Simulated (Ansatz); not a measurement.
## OH on the 1x1 (101) surface of tetragonal HfO2 (a metastable polymorph) (cut with top plane O), one in a 2x1 cell, started at the site 'bridge O-O (span 4.0 Å)'

Host crystal: tetragonal HfO2, with a band gap (PBE, scalar-relativistic without spin-orbit coupling).

These are PBE (plane waves to 420 eV, PAW; Ansatz, a program for electronic structure) values and carry that method's errors.

Set-up: 38 atoms, 7.6 Å thick at the start under the adsorbate (thin: gaps and levels are the slab's own); mesh 3x3x1; 0.01 eV smearing; dipole correction on; 16 atoms held, the rest relaxed; no symmetry held; spin-polarised, ending with about 1.0 μB a cell; orders that need a larger cell were not tried, no spin-orbit, no U, no dispersion correction. At the end it is bonded to Hf. In PBE it is, or lies within 0.03 eV of, the lowest of the starts that converged.

```
Item                                                                                                                                              Value
--------------------------------------------------------------------------------------  ---------------------------------------------------------------
adsorption energy against H2O(g) − ½ H2(g)                                                                                                      1.27 eV
change of the step from the bottom to the top vacuum level, against the clean slab                                                             -0.19 eV
energy released by relaxation                                                                                                                   0.93 eV
height of the binding atom over the mean of the host atoms within 0.3 Å of the top one                                                         107.1 pm
magnetic moment of the cell                                                                                                                     1.00 μB
nearest host atoms of the binding atom                                                                           Hf at 2.05 Å, O at 2.33 Å, O at 2.94 Å
largest move of a host atom                                                                                                                      0.59 Å
note                                                                                    in the relaxation the adsorbate left its starting site by 0.8 Å
```

A negative adsorption energy means that the adsorbate is more stable on the surface than in its reference.
